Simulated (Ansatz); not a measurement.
# AlRu, response to strain

The parent structure is AlRu in the CsCl type structure (space group Pm-3m, No. 221; relaxed with 0.1 eV smearing).

```cif
data_AlRu
_chemical_formula_sum 'Al1 Ru1'
_space_group_name_H-M_alt 'Pm-3m'
_space_group_IT_number 221
_space_group_name_Hall '-P 4 2 3'
_cell_length_a 2.95452
_cell_length_b 2.95452
_cell_length_c 2.95452
_cell_angle_alpha 90.000
_cell_angle_beta 90.000
_cell_angle_gamma 90.000
loop_
_atom_site_label
_atom_site_type_symbol
_atom_site_symmetry_multiplicity
_atom_site_Wyckoff_symbol
_atom_site_fract_x
_atom_site_fract_y
_atom_site_fract_z
_atom_site_occupancy
Al1 Al 1 b 0.50000 0.50000 0.50000 1
Ru1 Ru 1 a 0.00000 0.00000 0.00000 1
```

Strains are applied to the cell and any free atomic positions relax.

Method: Ansatz (a program for electronic structure), LDA, PAW, cutoff 420 eV, scalar-relativistic without spin-orbit coupling.

Candidates:
(a) isotropic strain +3.00 %
(b) isotropic strain −1.50 %
(c) isotropic strain −2.00 %
(d) isotropic strain −0.50 %
(e) isotropic strain +2.00 %

Notes on the quantities. energy relative to the base: free energy F.

Question: Order them by energy relative to the base, lowest first.

Answer: (d) isotropic strain −0.50 % (+2.1 meV/atom), (b) isotropic strain −1.50 % (+20 meV/atom), (e) isotropic strain +2.00 % (+31 meV/atom), (c) isotropic strain −2.00 % (+36 meV/atom), (a) isotropic strain +3.00 % (+68 meV/atom)

Stability against distortions was not tested. The final runs are not spin-polarised.
